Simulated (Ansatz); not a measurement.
## Response to strain in Au

Base system: Au in the fcc (Cu type) structure (space group Fm-3m, No. 225; a = 4.0829 Å; relaxed with 0.1 eV smearing). Axes: x, y, z lie along the cube axes.

Strains are applied to the cell and any free atomic positions relax.

Method: PBEsol (Ansatz, a quantum-chemistry and plane-wave program), scalar-relativistic without spin-orbit coupling, earlier PAW set.

Candidates:
(a) isotropic strain +2.52 %
(b) isotropic strain +3.72 %
(c) uniaxial strain ε_zz = +4.96 %
(d) uniaxial strain ε_yy = −0.59 %

Notes on the quantities. energy relative to the base: free energy F.

**Question.** Order them by energy relative to the base, lowest first.

**Answer.** (d) uniaxial strain ε_yy = −0.59 % (+0.4 meV/atom), (c) uniaxial strain ε_zz = +4.96 % (+23 meV/atom), (a) isotropic strain +2.52 % (+47 meV/atom), (b) isotropic strain +3.72 % (+97 meV/atom)

No phonon test of stability was made.
